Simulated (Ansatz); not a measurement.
Take Hf2S (space group P6_3/mmc, No. 194; a = 3.345 Å, c = 11.671 Å; a cell from a computed database, its experimental status unchecked) as the base.

Perturbation: a hydrostatic pressure of 0.7 GPa.

Levels (all Ansatz, a first-principles code, PAW): PBEsol (420 eV, without spin-orbit coupling); PBEsol+SOC (420 eV, with spin-orbit coupling).

The geometry is relaxed with PBEsol.

| Property | Result |
|---|---|
| PBEsol pressure | 0.7 GPa |

Problem. What does PBEsol+SOC give at this geometry for the pressure?

Solution. The pressure shrinks by 0.4 GPa to 0.3 GPa.

Single points use the geometry relaxed with PBEsol. Differences between runs with and without spin-orbit coupling are approximate. Load acts through the strain it causes; cell and atoms are relaxed under it. Stability against distortions was not tested. The runs without spin-orbit coupling are not spin-polarised.
